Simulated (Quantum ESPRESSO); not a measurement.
A self-consistent single point of Rh (Fm-3m, 1 atom in the cell) with Quantum ESPRESSO.

Computed with PBE, SSSP 1.1.2 efficiency (PBE) pseudopotentials (plane waves; Quantum ESPRESSO).

The change in words: lattice scaled by 0.98. Reference geometry:
```
CELL_PARAMETERS angstrom
      0.00000     1.90000     1.90000
      1.90000     0.00000     1.90000
      1.90000     1.90000     0.00000
ATOMIC_POSITIONS crystal
  Rh 0.00000 0.00000 0.00000
```

Reference input (self-consistent single point, DFT, PBE, plane waves, SSSP 1.1.2 efficiency (PBE) pseudopotentials): ecutwfc = 60 Ry; occupations = smearing; smearing = gaussian; degauss = 0.0147 Ry; potentials = {Rh: Rh_ONCV_PBE-1.0.oncvpsp.upf}; K_POINTS = automatic 15 15 15 0 0 0; conv_thr = 1e-11 Ry; mixing_beta = 0.7. This run's input differs from it in these lines:

```diff
@@ -24,5 +24,5 @@
 CELL_PARAMETERS {angstrom}
-   0.0000000000     1.9000000000     1.9000000000
-   1.9000000000     0.0000000000     1.9000000000
-   1.9000000000     1.9000000000     0.0000000000
+   0.0000000000     1.8620000000     1.8620000000
+   1.8620000000     0.0000000000     1.8620000000
+   1.8620000000     1.8620000000     0.0000000000
 ATOMIC_POSITIONS {crystal}
```

Log, with long lists cut:

```
     Self-consistent Calculation

     iteration #  1     ecut=    60.00 Ry     beta= 0.70

     Threshold (ethr) on eigenvalues was too large:
     Diagonalizing with lowered threshold

     total energy              =    -216.92003278 Ry
     estimated scf accuracy    <       0.00510883 Ry

     iteration #  2     ecut=    60.00 Ry     beta= 0.70

     total energy              =    -216.92119008 Ry
     estimated scf accuracy    <       0.00106084 Ry

     iteration #  3     ecut=    60.00 Ry     beta= 0.70

     total energy              =    -216.92140425 Ry
     estimated scf accuracy    <       0.00002846 Ry

   [... 2 blocks of this kind left out ...]

     iteration #  6     ecut=    60.00 Ry     beta= 0.70

     total energy              =    -216.92140592 Ry
     estimated scf accuracy    <          3.2E-11 Ry

     iteration #  7     ecut=    60.00 Ry     beta= 0.70
     End of self-consistent calculation

     Number of k-points >= 100: set verbosity='high' to print the bands.

     the Fermi energy is    25.1976 ev

!    total energy              =    -216.92140592 Ry
     estimated scf accuracy    <          2.5E-12 Ry
     smearing contrib. (-TS)   =      -0.00174189 Ry
     internal energy E=F+TS    =    -216.91966404 Ry

     convergence has been achieved in   7 iterations

     Forces acting on atoms (cartesian axes, Ry/au):

     atom    1 type  1   force =     0.00000000    0.00000000    0.00000000

     Total force =     0.000000     Total SCF correction =     0.000000

          total   stress  (Ry/bohr**3)                   (kbar)     P=      265.43
   0.00180437   0.00000000   0.00000000          265.43        0.00        0.00
   0.00000000   0.00180437   0.00000000            0.00      265.43        0.00
   0.00000000   0.00000000   0.00180437            0.00        0.00      265.43

   JOB DONE.
```

The run converged in 7 iterations. Against the reference run the free energy rises by 82.9 meV/atom and the pressure goes from 6.15 to 26.54 GPa.

The starting cell has typed, rounded lattice constants, without a prior relaxation at this level. For this run, on top of that: lattice scaled by 0.98. Spin polarisation is off. With a pressure of about 27 GPa the cell is away from its equilibrium volume at this level.
